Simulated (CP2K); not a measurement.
A self-consistent single point of LuSe2 (P4/nmm, 6 atoms in the cell) with CP2K.

Method of the run: PBEsol-D3(BJ)+ATM, GPW, TZVP-MOLOPT-SR-GTH basis, GTH-PBE potentials (GTH_POTENTIALS) (CP2K 2026.2).

```yaml
crystal:
  lattice:
    - [4.00560, 0.00000, 0.00000]
    - [0.00000, 4.00560, 0.00000]
    - [0.00000, 0.00000, 8.12390]
  atoms:
    - { symbol: Lu, position: [0.00000, 0.50000, 0.72712] }
    - { symbol: Lu, position: [0.50000, 0.00000, 0.27288] }
    - { symbol: Se, position: [0.00000, 0.50000, 0.37095] }
    - { symbol: Se, position: [0.50000, 0.00000, 0.62905] }
    - { symbol: Se, position: [0.00000, 0.00000, 0.00000] }
    - { symbol: Se, position: [0.50000, 0.50000, 0.00000] }
```

Reference input (self-consistent single point, DFT PBEsol, GPW, TZVP-MOLOPT-SR-GTH basis, GTH-PBE potentials (GTH_POTENTIALS)): CUTOFF = 500 Ry; REL_CUTOFF = 60 Ry; SMEAR/METHOD = GAUSSIAN; SIGMA = 0.1 eV; KPOINTS/SCHEME = MONKHORST-PACK 6 6 3; GAMMA_CENTERED = T; XC_FUNCTIONAL = PBE:PBESOL; Lu/BASIS_SET = TZVP-MOLOPT-SR-GTH-q25; Lu/POTENTIAL = GTH-PBE-q25; Se/BASIS_SET = TZVP-MOLOPT-SR-GTH-q6; Se/POTENTIAL = GTH-PBE-q6; METHOD = GPW. This run's input differs from it in these lines:

```diff
@@ -49,2 +49,12 @@
       &END XC_FUNCTIONAL
+      &VDW_POTENTIAL
+        DISPERSION_FUNCTIONAL PAIR_POTENTIAL
+        &PAIR_POTENTIAL
+          TYPE DFTD3(BJ)
+          PARAMETER_FILE_NAME dftd3.dat
+          REFERENCE_FUNCTIONAL PBEsol
+          R_CUTOFF 15
+          CALCULATE_C9_TERM T
+        &END PAIR_POTENTIAL
+      &END VDW_POTENTIAL
     &END XC
```

Output (repeated stretches shortened):

```
 SCF WAVEFUNCTION OPTIMIZATION

  Step     Update method      Time    Convergence         Total energy    Change
     1 NoMix/Diag. 0.20E+00      -     2.49346432      -563.5302411950 -5.64E+02
     2 Broy./Diag. 0.20E+00      -     0.01817261      -563.5476595464 -1.74E-02
     3 Broy./Diag. 0.20E+00      -     0.10482675      -563.1603400300  3.87E-01
     4 Broy./Diag. 0.20E+00      -     0.02573370      -562.8346831320  3.26E-01
     5 Broy./Diag. 0.20E+00      -     0.01859237      -562.9997195699 -1.65E-01
     6 Broy./Diag. 0.20E+00      -     0.00425853      -563.0188779380 -1.92E-02
   [... 7 lines left out ...]
    14 Broy./Diag. 0.20E+00      -     0.00005941      -562.9198603022 -1.57E-04
    15 Broy./Diag. 0.20E+00      -     0.00000360      -562.9198589074  1.39E-06
    16 Broy./Diag. 0.20E+00      -     0.00000982      -562.9198187311  4.02E-05
    17 Broy./Diag. 0.20E+00      -     0.00000057      -562.9198335619 -1.48E-05
  *** SCF run converged in    17 steps ***

  Overlap energy of the core charge distribution:               0.00000000000560
  Self energy of the core charge distribution:               -790.40814202663978
  Core Hamiltonian energy:                                    217.57538409429583
  Hartree energy:                                              64.25751905461574
  Exchange-correlation energy:                                -54.25954326928047
  Dispersion energy:                                           -0.08483592997995
  Smearing free energy correction:                             -0.00021548444057
  Fermi energy:                                                 0.29500397647559

  Total energy:                                              -562.91983356193759
   [... lines left out ...]

 STRESS| Analytical stress tensor [bar]
 STRESS|                        x                   y                   z
 STRESS|      x       -3.75894001130E+04   3.91859642229E-01  -5.98719842911E-01
 STRESS|      y        3.91859642229E-01  -3.75894154037E+04   5.98731385868E-01
 STRESS|      z       -5.98719842911E-01   5.98731385868E-01  -3.92142233443E+04
 STRESS| 1/3 Trace                                            -3.81310129537E+04
```

The run converged in 17 iterations. Against the reference run the pressure goes from -1.04 to -3.81 GPa and the largest force stays at 0.279 eV/Å.

The starting cell comes from a database of computed structures (which also holds hypothetical and non-ambient phases and stackings), without a prior relaxation at this level. Values carry the incompleteness of an atom-centred basis. The potentials were made for another functional than the one used. With a pressure of about -4 GPa the cell is away from its equilibrium volume at this level. The run gives no clean gap (levels at the Fermi energy touch, overlap or are partly filled at this smearing), which alone does not show that the compound is a metal.

Cost on one core of a shared machine: roughly 3 min.
